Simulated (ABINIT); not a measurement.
# σyy against uniaxial strain in bcc W (space group 229): C12 (ABINIT, LDA)

```yaml
crystal:
  lattice:
    - [-1.54259, 1.56608, 1.56608]
    - [1.54259, -1.56608, 1.56608]
    - [1.54259, 1.56608, -1.56608]
  atoms:
    - { symbol: W, position: [0.00000, 0.00000, 0.00000] }
```

Level of theory: LDA (PW92), norm-conserving pseudopotentials (PseudoDojo nc-sr-04 LDA standard) (plane waves; ABINIT 10.0.3). Settings: pseudos = [W.upf]; ecut = 46 Ha; occopt = 3; tsmear = 0.05 eV; ngkpt = 38 38 38; nshiftk = 1; shiftk = 0 0 0; potentials = PseudoDojo nc-sr-04 LDA standard; nband = 12; kptopt = 1; nstep = 60; toldfe = 1e-09 Ha. The cell above is the first row's. The rows stretch one cube axis (x) by the strain ε and hold the other two. Stress is positive in tension. In all rows the k mesh is held.

```
ε (%)  σyy (GPa)
-----  ---------
-1.5           ?
-1.0       -2.25
-0.5       -1.12
0.0        -0.02
0.5         1.06
1.0         2.11
1.5         3.13
2.0         4.13
```

The 7 complete rows are fitted with a parabola, σyy against ε. Least squares gives σyy = -0.018 + 2.1793·ε - 0.0529·ε². Residuals (row less fit): 0.000, 0.001, -0.002, 0.002, 0.002, -0.002, 0.001; standard error 0.002 (degrees of freedom: 4). The slope at ε = 0, 2.1793 GPa per cent, gives C12 ≈ 100 × 2.1793 = 218 GPa, for the static lattice.

Q: What does the fit predict for σyy at ε = -1.5, and how far is the calculated value from it?

A: σyy = -0.018 + 2.1793 × (-1.5) - 0.0529 × (-1.5)² = -3.406 GPa. The calculation gives -3.41 GPa, which the fit meets to the printed digits. The row lies outside the fitted rows, so this is an extrapolation.

Carrying the step between the two nearest rows on in a straight line would have given -3.38, off by 0.03; series whose last step already gives the withheld value aren't shown. The reference cell has the volume at which an earlier scan in this program and functional put its minimum by a fit. The unstrained cell stands at a pressure of 0.02 GPa, and the constants belong to that pressure. Spin polarisation is off. Spin-orbit coupling is off. Without a gap such slopes are sensitive to mesh and smearing. Cutoffs and mesh are single choices, not tested for convergence of this quantity. Series with a scatter that would blur these digits, or in which a gap closes, are not shown. Strain series were run only where this level's volume lies within 10 % of a first guess from the measured size.
